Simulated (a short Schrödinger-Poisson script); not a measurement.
Solved with a short Schrödinger-Poisson script written for these runs: 1D Poisson equation in equilibrium, electrons quantum, Hartree (BenDaniel-Duke, 12 states a valley, the channel's in-plane mass for all, wave functions ending at the dielectric), parabolic valleys, classical holes, full ionisation, no traps, pinning or gate leakage.

Stack: MOS inversion layer, SiO2 on p-type InP, at 300 K.

From the gate side: 3 nm SiO2; 990 nm InP, acceptors 2.3e17 cm⁻³.

Constants are typed, rounded textbook-type inputs, not results; the design itself was drawn at random and stands for no fabricated device. SiO2: permittivity 3.9, conduction-band edge (eV) 3.48, gap (eV) 9, electron mass (mₑ) 0.5. InP: permittivity 12.5, conduction-band edge (eV) 0, gap (eV) 1.344, Nv at 300 K (cm⁻³) 1.1e19.

Channel valleys (confinement mass, in-plane density-of-states mass, number): Γ 0.08, 0.08, 1. At the gate the conduction-band edge of layer 1 lies 3.84 eV − eVg above the Fermi level of the channel; the field vanishes at the back. Gaps are held at their typed values at every temperature. Mesh 0.03 nm at interfaces.

Problem. Give the sheet density of all electrons at Vg = 0.9 V (cm⁻²); the sheet density of all electrons at Vg = 2.1 V (cm⁻²); the gate voltage at 1e11 electrons/cm² (V).

Solution. sheet density of all electrons at Vg = 0.9 V (cm⁻²): 4.62e11; sheet density of all electrons at Vg = 2.1 V (cm⁻²): 6.24e12; gate voltage at 1e11 electrons/cm² (V): 0.79. Above a few 1e12 electrons/cm² a light Γ valley is non-parabolic and upper valleys begin to fill, which the model leaves out.
